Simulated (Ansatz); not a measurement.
Consider Cu3Pt in the Cu3Au type structure (space group Pm-3m, No. 221; a = 3.6671 Å).

Levels (all Ansatz, a quantum-chemistry and plane-wave program, PAW): PBEsol (420 eV, no SOC); PBEsol+SOC (420 eV, with spin-orbit coupling).

The geometry is relaxed with PBEsol.

```
Item              Result
---------------  -------
PBEsol pressure  0.0 GPa
```

Q: What does PBEsol+SOC give at this geometry for the pressure?

A: The pressure goes from zero to -0.3 GPa.

Single points use the geometry relaxed with PBEsol. The spin-orbit shifts are approximate. Stability against distortions was not tested. The runs without spin-orbit coupling are not spin-polarised.
